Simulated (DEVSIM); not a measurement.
System: abrupt Si p-n junction, at 300 K.

Layer 1 from the left is Si, thickness (μm) 14.0, Na (cm⁻³) 1.3e17, τn (s) 1.1e-6, τp (s) 1.1e-6. Layer 2 from the left is Si, thickness (μm) 5.40, Nd (cm⁻³) 6e15, τn (s) 1.1e-6, τp (s) 1.1e-6.

Left contact: ohmic. Right contact: ohmic. Voltage is applied to the left contact. Recombination: SRH at mid-gap, radiative. Mobility is μmin + (μ − μmin)/(1 + (N/Nref)^α).

Constants are typed, rounded textbook-type inputs, not results; the design itself was drawn at random and stands for no fabricated device. Values at 300 K.

Si: gap (eV) 1.124, affinity (eV) 4.05, permittivity 11.7, Nc (cm⁻³) 2.86e19, Nv (cm⁻³) 3.1e19, μn (cm²/Vs) 1417, μp (cm²/Vs) 470, μn,min 52, μp,min 45, Nref,n 9.7e16, Nref,p 2.2e17, αn 0.68, αp 0.72, B (cm³/s) 4.7e-15.

**Question.** Estimate by hand the built-in potential, the peak field at zero bias, the capacitance at -6 V, and compare with a numerical solution.

**Answer.** 
- Built-in potential: ni = √(Nc Nv) exp(−Eg/2kT) = 1.08e10 cm⁻³ with Eg = 1.124 eV; Vbi = kT/q ln(Na Nd/ni²) = 0.764 V; numerical 0.764 V.
- Peak field at zero bias: depletion approximation: W = √(2εVbi/(qN)) = 0.415 μm with N = 5.74e15 cm⁻³; field = 2Vbi/W = 36800 V/cm; numerical 37100 V/cm (estimate below by 0.81 %).
- Capacitance at -6 V: C = √(qεN / 2(Vbi + |V|)) = 8.39 nF/cm²; numerical 8.42 nF/cm².

Model (solved in DEVSIM): 1D drift-diffusion, Boltzmann statistics, complete ionisation; no tunnelling, impact ionisation, image-force lowering or self-heating.
